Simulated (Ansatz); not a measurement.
**Response to strain in hypothetical diamond Be**

Consider Be in the diamond structure (space group Fd-3m, No. 227; a = 4.875 Å; a hypothetical phase, not in the database extracts checked; relaxed with 0.1 eV smearing). Axes: x, y, z lie along the cube axes.

Strains are applied to the cell and any free atomic positions relax; under biaxial strain the out-of-plane vector relaxes too.

The values are results of PBEsol in Ansatz (plane waves to 420 eV, PAW, scalar-relativistic without spin-orbit coupling), not measurements.

Notes on the quantities. energy relative to the base: free energy F; pressure: mean of the normal stresses, compression positive.

```json
[
 {"case": "base", "energy relative to the base": "0 meV/atom", "volume per atom": "14.49 Å³", "space group": "Fd-3m (No. 227)", "pressure": "0.0 GPa"},
 {"case": "biaxial strain −1.84 %, plane normal [110], relaxed out of plane", "energy relative to the base": "-102 meV/atom", "volume per atom": "17.13 Å³", "space group": "Imma (No. 74)", "pressure": "-10.5 GPa"},
 {"case": "isotropic strain −1.10 %", "energy relative to the base": "+2.3 meV/atom", "volume per atom": "14.01 Å³", "space group": "Fd-3m (No. 227)", "pressure": "1.6 GPa"},
 {"case": "uniaxial strain ε_xx = +3.05 %", "energy relative to the base": "+0.1 meV/atom", "volume per atom": "14.93 Å³", "space group": "I4_1/amd (No. 141)", "pressure": "-1.3 GPa"}
]
```

Stability against distortions was not tested. Under biaxial strain −1.84 %, plane normal [110], relaxed out of plane the cell ends below the base's energy or with stress of the wrong sign: the atoms slid into a distortion or the cell is elastically unstable, so the base is not a stable minimum at this level.

Ansatz is a quantum-chemistry and plane-wave program.
